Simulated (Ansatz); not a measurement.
Take CdSe in the zinc blende structure (space group F-43m, No. 216; a = 6.1333 Å) as the base.

The values are results of plane-wave PAW DFT at the r2SCAN level (Ansatz, an electronic-structure program, 500 eV), no spin-orbit coupling, earlier PAW set, not measurements.

One change was made to it. Results:

```
quantity             base     after
---------------  --------  --------
band gap          1.03 eV      zero
volume per atom  28.84 Å³  38.73 Å³
```

Problem. What was done to the base?
A. Se → Pb
B. Se → Br
C. Cd → Zn

Solution. B, Se → Br. For comparison, the volume per atom in the other runs: Cd → Zn gives 22.74 Å³; Se → Pb gives 37.17 Å³.

Whether these cells are dynamically stable was not tested. As relaxed here, CdBr and CdPb are hypothetical phases, not in the database extracts checked. The final runs are not spin-polarised. An odd electron count without spin: CdBr.
